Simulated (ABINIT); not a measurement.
Input and output of a self-consistent single point for LaH3 (I4mm, 4 atoms in the cell) (ABINIT).

Computed with LDA (PW92), PAW (JTH v2.0 LDA PAW) (plane waves; ABINIT 10.0.3).

```
LaH3
1.0
   -1.86769     1.86769     3.04058
    1.86769    -1.86769     3.04058
    1.86769     1.86769    -3.04058
La H
1 3
Direct
  0.00822   0.00822   0.00000
  0.75000   0.25000   0.50000
  0.25000   0.75000   0.50000
  0.50000   0.50000   0.00000
```

Reference input (self-consistent single point, DFT, LDA (PW92), plane waves, PAW (JTH v2.0 LDA PAW)): pseudos = [La.LDA_PW-JTH.xml, H.LDA_PW-JTH.xml]; ecut = 816 eV; pawecutdg = 1633 eV; pawxcdev = 0; occopt = 3; tsmear = 0.00073499 Ha; ngkpt = 4 4 4; nshiftk = 1; shiftk = 0 0 0; potentials = JTH v2.0 LDA PAW; nband = 12; kptopt = 1. This run's input differs from it in these lines:

```diff
@@ -24,5 +24,5 @@
 kptopt 1
-ngkpt 4 4 4
+ngkpt 5 5 5
 nshiftk 1
-shiftk 0 0 0
+shiftk 0.5 0.5 0.5
 nstep 50
```

The program printed (abridged):

```
--- !BeginCycle
solver: {iscf: 17, nstep: 50, nline: 4, wfoptalg: 10, }
tolerances: {tolvrs: 1.00E-12, }
...

     iter   Etot(hartree)      deltaE(h)  residm     nres2
 ETOT  1  -33.707336597290    -3.371E+01 4.633E-01 1.171E+01
 ETOT  2  -34.001919568539    -2.946E-01 5.192E-03 2.476E+00
 ETOT  3  -33.999455844043     2.464E-03 3.748E-03 1.491E-01
 ETOT  4  -33.999346689619     1.092E-04 6.428E-03 3.364E-02
 ETOT  5  -33.999313928425     3.276E-05 9.836E-04 1.036E-03
   [... 4 lines left out ...]
 ETOT 10  -33.999314725028     2.569E-11 1.059E-04 3.888E-10
 ETOT 11  -33.999314725027     9.948E-14 1.877E-04 2.274E-11
 ETOT 12  -33.999314725028    -1.350E-13 9.295E-05 9.608E-12
 ETOT 13  -33.999314725028     5.684E-14 7.906E-05 2.903E-13
 At SCF step   13       nres2   =  2.90E-13 < tolvrs=  1.00E-12 =>converged.

 Cartesian components of stress tensor (hartree/bohr^3)
  sigma(1 1)=  8.07606029E-05  sigma(3 2)=  0.00000000E+00
  sigma(2 2)=  8.07606029E-05  sigma(3 1)=  0.00000000E+00
  sigma(3 3)=  1.27225018E-04  sigma(2 1)=  0.00000000E+00

 ----iterations are completed or convergence reached----

 reduced coordinates (array xred) for    4 atoms
       0.008222000000      0.008222000000      0.000000000000
       0.750000000000      0.250000000000      0.500000000000
       0.250000000000      0.750000000000      0.500000000000
       0.500000000000      0.500000000000      0.000000000000
 cartesian forces (eV/Angstrom) at end:
    1     -0.00000000000000     0.00000000000000    -0.15644660319052
   [... lines left out ...]
 Fermi (or HOMO) energy (hartree) =   0.15322   Average Vxc (hartree)=  -0.39374
 Fermi (or HOMO) energy (eV) =   4.16945   Average Vxc (eV)= -10.71412
   [... lines left out ...]
'-kT*entropy'       : -2.85324877890097E-14
total_energy        : -3.39993146650954E+01
total_energy_eV     : -9.25168402328839E+02
...

-Cartesian components of stress tensor (GPa)         [Pressure= -2.8317E+00 GPa]
- sigma(1 1)=  2.37605857E+00  sigma(3 2)=  0.00000000E+00
- sigma(2 2)=  2.37605857E+00  sigma(3 1)=  0.00000000E+00
- sigma(3 3)=  3.74308864E+00  sigma(2 1)=  0.00000000E+00

 Calculation completed.
```

The run converged in 13 iterations. Against the reference run the free energy drops by 10.9 meV/atom, the pressure goes from -2.55 to -2.83 GPa, the largest force goes from 0.116 to 0.156 eV/Å and the gap on the mesh goes from 0.236 to 1.007 eV.

The starting cell comes from a database of computed structures (which also holds hypothetical and non-ambient phases and stackings), without a prior relaxation at this level. Its lattice was rescaled by up to half a per cent. One atom was moved a little off its site on purpose. Another mesh or the band path of this cell gives a smaller gap, so this value is not converged in the mesh.

Cost on one core of a shared machine: roughly 30 s.
